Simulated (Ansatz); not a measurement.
System: CdZnS₂ (P3m1, No. 156, 4 atoms in the cell; start mp-1215475). Method: PBE0 (Ansatz, a program for electronic structure, PAW).

Settings: plane-wave cutoff 460 eV, 9×9×4 k mesh (along the axes of the cell as run), Fermi–Dirac smearing 0.01 eV, scalar-relativistic PAW data made under PBE.

Cell (relaxed with PBEsol):

```
CELL_PARAMETERS angstrom
      3.93366     0.00000     0.00000
     -1.96683     3.40665     0.00000
      0.00000     0.00000     6.52452
ATOMIC_POSITIONS crystal
  Zn 0.00000 0.00000 0.99933
  Cd 0.33333 0.66667 0.50698
  S  0.33333 0.66667 0.89172
  S  0.00000 0.00000 0.35397
```

Question: Predict the band gap.

Answer: 
* **band gap**: 3.21 eV (on the SCF k mesh)

Note: cell and atoms aren't relaxed at this level (pressure 2.3 GPa).

Spin–orbit coupling is not included.

Static lattice: no zero-point or thermal effects.

A start named mp-… is a Materials Project structure, which need not be a measured phase.
